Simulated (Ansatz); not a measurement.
**What O → S does to ZnO**

Base system: ZnO in the wurtzite structure (space group P6_3mc, No. 186; a = 3.235 Å, c = 5.211 Å).

Modification: every O is replaced by S; the structure is relaxed again.

Calculations: r2SCAN (Ansatz, a quantum-chemistry and plane-wave program; PAW; 500 eV plane waves; spin-orbit coupling left out). Settings: 10×10×6 k-points, 0.05 eV Fermi–Dirac smearing, for the changed cell.

| quantity | base | changed | shift |
|---|---|---|---|
| density | 5.72 g/cm³ | 4.13 g/cm³ | -1.59 g/cm³ |
| lattice parameter a | 3.235 Å | 3.806 Å | +0.571 Å |
| c/a ratio | 1.611 | 1.641 | +0.030 |
| space group | P6_3mc (No. 186) | P6_3mc (No. 186) | – |
| shortest interatomic distance | 1.970 Å | 2.334 Å | +0.3632 Å |
| band gap | 1.24 eV | 2.78 eV | +1.54 eV |
| gap character | direct at Γ | direct at Γ | – |
| width of the top valence band | 1.83 eV | 2.19 eV | +0.36 eV |
| electron mass | 0.19 mₑ (at Γ) | 0.18 mₑ along c, 0.21 mₑ across (at Γ) | – |
| valence-band top at Γ (three highest levels, from the VBM) | 0.00, 0.00, -0.10 eV | 0.00, 0.00, -0.08 eV | – |

Cost of the whole job for the changed cell (relaxation, final SCF and bands): roughly 80 core-seconds.

Effective masses come from finite differences of ±0.01 Å⁻¹. Stability against distortions was not tested.
